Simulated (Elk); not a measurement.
Input and output of a self-consistent single point for ZnSe (R3m, 2 atoms in the cell) (Elk).

Method: LDA (PW92), all-electron FP-LAPW, Elk's shipped species files, default APW+lo basis (Elk).

```
ZnSe
1.0
    0.00000     2.82083     2.82083
    2.82083     0.00000     2.82083
    2.82083     2.82083     0.00000
Zn Se
1 1
Direct
  0.00512   0.00512   0.00512
  0.25000   0.25000   0.25000
```

Reference input (self-consistent single point, DFT, LDA (PW92), all-electron FP-LAPW, Elk's shipped species files, default APW+lo basis): swidth = 0.000367493 Ha; ngridk = 4 4 4; rmtscf = 0.88; maxscl = 100. This run's input differs from it in these lines:

```diff
@@ -8,2 +8,8 @@
   0.000367493
+
+epspot
+  3.7e-05
+
+epsengy
+  0.0037
```

The program printed (abridged):

```
│ Self-consistent loop started │
│ Loop number : 1 │
 total energy                :     -4222.75788867
│ Loop number : 2 │
 total energy                :     -4222.82613920
RMS change in Kohn-Sham potential (target) :   0.1344655056     (  0.3700000000E-04)
Absolute change in total energy (target)   :   0.6825053335E-01 (  0.3700000000E-02)
│ Loop number : 3 │
 total energy                :     -4222.78354149
RMS change in Kohn-Sham potential (target) :   0.1203636886     (  0.3700000000E-04)
Absolute change in total energy (target)   :   0.2553508387E-01 (  0.3700000000E-02)
│ Loop number : 4 │
   [... lines left out ...]
Absolute change in total energy (target)   :   0.3703208225E-01 (  0.3700000000E-02)
│ Loop number : 10 │
 total energy                :     -4220.56242071
RMS change in Kohn-Sham potential (target) :   0.2497086366E-04 (  0.3700000000E-04)
Absolute change in total energy (target)   :   0.1023923626E-01 (  0.3700000000E-02)
│ Loop number : 11 │
 total energy                :     -4220.56308700
RMS change in Kohn-Sham potential (target) :   0.2074282798E-04 (  0.3700000000E-04)
Absolute change in total energy (target)   :   0.1893524445E-02 (  0.3700000000E-02)
Convergence targets achieved

│ Loop number : 12 │

Energies :
 Fermi                       :     0.138721170137
 total energy                :     -4220.56299508

Density of states at Fermi energy :   0.2721317231E-06
 (states/Hartree/unit cell)

Estimated indirect band gap :   0.3786112440E-01
 from k-point      1 to k-point      1
Estimated direct band gap   :   0.3786112440E-01
 at k-point      1

Charges :
 core                        :    30.00000000
 valence                     :    34.00000000
 interstitial                :    3.970929279
 muffin-tins (core leakage)
  species :    1 (Zn)
   atom    1                 :    28.35715666     (  0.4652382686E-03)
  species :    2 (Se)
   atom    1                 :    31.67191406     (  0.3937965141E-03)
 total in muffin-tins        :    60.02907072
 total calculated charge     :    63.98551958
 total charge                :    64.00000000
 error                       :   0.1448042380E-01

│ Self-consistent loop stopped │
```

The run converged in 12 iterations. The count includes the last loop, which Elk runs after its targets are met. Against the reference run the free energy drops by 7.1 meV/atom and the gap on the mesh stays at 1.030 eV.

The starting cell has typed, rounded lattice constants, without a prior relaxation at this level. Its lattice was rescaled by up to half a per cent. One atom was moved a little off its site on purpose. Values depend on the basis (sphere radii, cutoffs, local orbitals), which need not be converged.
